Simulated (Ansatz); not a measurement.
A computed series for MgS: response to strain

Take MgS in the rock salt structure (space group Fm-3m, No. 225; a = 5.1292 Å) as the base. Axes: x, y, z lie along the cube axes.

Strains are applied to the cell and any free atomic positions relax; under biaxial strain the out-of-plane vector relaxes too.

The values are results of LDA (Ansatz, an electronic-structure program, PAW, without spin-orbit coupling), not measurements.

```json
[
 {"biaxial strain, plane normal [111], relaxed out of plane (%)": "-2.5", "out-of-plane strain (%)": "1.43"},
 {"biaxial strain, plane normal [111], relaxed out of plane (%)": "-2.08", "out-of-plane strain (%)": "?"},
 {"biaxial strain, plane normal [111], relaxed out of plane (%)": "-1.67", "out-of-plane strain (%)": "0.95"},
 {"biaxial strain, plane normal [111], relaxed out of plane (%)": "-1.25", "out-of-plane strain (%)": "0.71"},
 {"biaxial strain, plane normal [111], relaxed out of plane (%)": "-0.83", "out-of-plane strain (%)": "0.47"},
 {"biaxial strain, plane normal [111], relaxed out of plane (%)": "-0.42", "out-of-plane strain (%)": "0.24"},
 {"biaxial strain, plane normal [111], relaxed out of plane (%)": "0", "out-of-plane strain (%)": "0.00"}
]
```

Question: Fit ε⊥ = −νε + γε² (strains in %) to the rows shown and predict the withheld row.

Answer: Least squares on the printed values gives ν = 0.56 (the biaxial Poisson response) and γ = 0.003 (largest residual 0.00 %); this predicts 1.19 %, and the run gives 1.19 %, in agreement.

No phonon test of stability was made.
